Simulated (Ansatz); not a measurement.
Formation energy of the bound charge states of Zn interstitial in alpha quartz (start: void with 6O2Si nearest; 72-site cell, 2×2×2 Γ-centred sampling) against the Fermi level, O-rich (Δμ(Zn) = -2.85 eV, bounded by wurtzite ZnO; only phases computed here count, gases as isolated molecules at 0 K). The numbers are results of PBE, PAW (plane waves to 420 eV; Ansatz, a quantum-chemistry and plane-wave program), not measurements.

Set-up: 72-site cell; 2×2×2 Γ-centred k-points; host gap 5.68 eV; charged states image-corrected; corrections pass 1 eV, so highly charged states may be off by several tenths; flagged in the runs: a host whose relaxation on this sampling wasn't shown to rest, a strain field that reaches the edge of the cell.

```csv
E_F − E_VBM (eV),q = +2,q = +1,q = 0
0.00,0.20,3.28,6.35
0.71,1.62,3.99,6.35
1.42,3.04,4.70,6.35
2.13,4.46,5.41,6.35
2.84,5.88,6.12,6.35
3.55,7.30,6.83,6.35
4.26,8.73,7.54,6.35
4.97,10.15,8.25,6.35
5.68,11.57,8.96,6.35
```

Crossings of the lowest lines: (+2/0) at 3.08 eV.
